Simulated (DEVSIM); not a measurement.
System: illuminated Si n-on-p cell, one wavelength, at 300 K.

```tsv
layer (left to right)	material	thickness (μm)	Nd (cm⁻³)	Na (cm⁻³)	τn (s)	τp (s)	absorption coefficient (cm⁻¹)
1	Si	0.120	5.6e17	-	4.8e-8	7.2e-9	790
2	Si	150	-	3.8e15	3e-7	3e-7	790
```

Left contact: ohmic, minority hole recombination velocity 2e6 cm/s. Right contact: ohmic, minority electron recombination velocity 8000 cm/s. Voltage is applied to the left contact. Recombination: SRH at mid-gap, radiative, Auger. Light enters at the left, 9e16 photons cm⁻² s⁻¹, one pass, no reflection. Mobility is μmin + (μ − μmin)/(1 + (N/Nref)^α).

Constants are typed, rounded textbook-type inputs, not results; the design itself was drawn at random and stands for no fabricated device. Values at 300 K.

| parameter | Si |
|---|---|
| gap (eV) | 1.124 |
| affinity (eV) | 4.05 |
| permittivity | 11.7 |
| Nc (cm⁻³) | 2.86e19 |
| Nv (cm⁻³) | 3.1e19 |
| μn (cm²/Vs) | 1417 |
| μp (cm²/Vs) | 470 |
| μn,min | 52 |
| μp,min | 45 |
| Nref,n | 9.7e16 |
| Nref,p | 2.2e17 |
| αn | 0.68 |
| αp | 0.72 |
| B (cm³/s) | 4.7e-15 |
| Cn (cm⁶/s) | 2.8e-31 |
| Cp (cm⁶/s) | 9.9e-32 |

DEVSIM, 1D drift-diffusion, Boltzmann statistics, complete ionisation; no tunnelling, impact ionisation, image-force lowering or self-heating.

The photon flux was swept, all else fixed.

```tsv
photon flux (cm^-2 s^-1)	short-circuit current (mA/cm²)	share of generated pairs collected at short circuit	open-circuit voltage (V)	fill factor
2.7e15	0.313	0.723	0.394	0.75
9e15	1.04	0.723	0.427	0.77
2.7e16	3.13	0.723	0.456	0.78
9e16	10.4	0.724	0.488	0.79
2.7e17	31.4	0.725	0.517	0.80
9e17	105	0.728	0.548	0.80
2.7e18	[?]	[?]	[?]	0.79
```

Task: What belongs in the gaps?

Result: 
- 2.7e18, short-circuit current (mA/cm²): 319
- 2.7e18, share of generated pairs collected at short circuit: 0.737
- 2.7e18, open-circuit voltage (V): 0.576
